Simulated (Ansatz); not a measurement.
Ta₂Si (model structure, started from the Fe2P type, P-62m, No. 189, 9 atoms in the cell): lattice parameter a by level of theory

No measured value is used here.

```
level (code)         value (Å)
-------------------  ---------
PBE (Ansatz)               [?]
PBEsol (Ansatz)          7.023
PBE-D3(BJ) (Ansatz)      7.019
```

**Question.** Fill in the missing entries.

**Answer.** 
- PBE (Ansatz, an electronic-structure program), value (Å): 7.081

Density-functional levels without +SOC have no spin–orbit coupling. Ansatz's density-functional and Hartree–Fock values are scalar-relativistic unless marked +SOC, with PAW data made under PBE.

A model structure was made by putting elements into a prototype or built by hand; it is no filed structure, need not be a known phase, and can be a saddle point held by its symmetry.
